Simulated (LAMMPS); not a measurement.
Quenches at 1e+13 K/s across the composition of Au (fcc) with a share x of Au sites Ni; each row starts from its own melt temperature.

Method: classical MD, pair style eam, the elements' _u3.eam files (universal-3 set of Foiles, Baskes and Daw), run in LAMMPS.

```json
[
 {"x": "0.25", "density": "16.9 g/cm³ (one sample)", "state": "glass"},
 {"x": "0.5", "density": "14.6 g/cm³ (one sample)", "state": "glass"},
 {"x": "0.75", "density": "11.9 g/cm³ (one sample)", "state": "glass"}
]
```
